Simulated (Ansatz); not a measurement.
# A constructed model of the (100) surface of fcc Cu, a layer of Ge in place of the second plane (bottom of the slab: a bare face, its two planes held)

Calculation: PBE (plane waves to 420 eV, PAW; Ansatz, a first-principles code).

Slab: 6 atoms, 8.9 Å thick at the start (thin: gaps and levels are the slab's own); k 15x15x1, smearing 0.1 eV, dipole-corrected; 2 atoms held, the rest relaxed; held to the start's symmetry, so lower structures may exist; no spin, no spin-orbit, no U. In PBE it is, or lies within 0.01 eV a 1x1 cell of, the lowest of the 2 structures of its composition computed so far; larger cells were not tried.

| Property | Result |
|---|---|
| work function of the top face | 4.90 eV |
| energy released by relaxation | 0.34 eV |
| cost | about 7 core-minutes (a rough figure) |
